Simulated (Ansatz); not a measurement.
The parent structure is ZrO2 (space group P4_2/nmc, No. 137; a = 3.584 Å, c = 5.177 Å).

The change: cell and atoms relaxed at a pressure of 2.1 GPa.

Levels (all Ansatz, a first-principles code, PAW): PBEsol (420 eV, no spin-orbit coupling); r2SCAN (500 eV, scalar-relativistic without spin-orbit coupling); HSE06 (420 eV, spin-orbit coupling left out).

One geometry, relaxed with PBEsol, under each level:

```csv
level,band gap,lowest conduction level above the VBM at special points,pressure
PBEsol,4.00 eV,Γ 4.00 eV; X 4.44 eV; R 4.57 eV; Z 4.60 eV,2.10 GPa
r2SCAN,4.62 eV,Γ 4.62 eV; X 5.02 eV; R 5.15 eV; Z 5.21 eV,5.87 GPa
HSE06,(withheld),(withheld),–
```

Give the withheld HSE06 results.


- HSE06, band gap: 5.73 eV
- HSE06, lowest conduction level above the VBM at special points: Γ 5.73 eV; X 6.16 eV; R 6.32 eV

Single points use the geometry relaxed with PBEsol. Their cutoffs differ, which shifts pressures a little. HSE06 was sampled on its mesh, a few special points and the semilocal edge points, so its gap is an upper bound. Load acts through the strain it causes; cell and atoms are relaxed under it. Whether these cells are dynamically stable was not tested. This is not the structure that ZrO2 has at room temperature and ambient pressure.
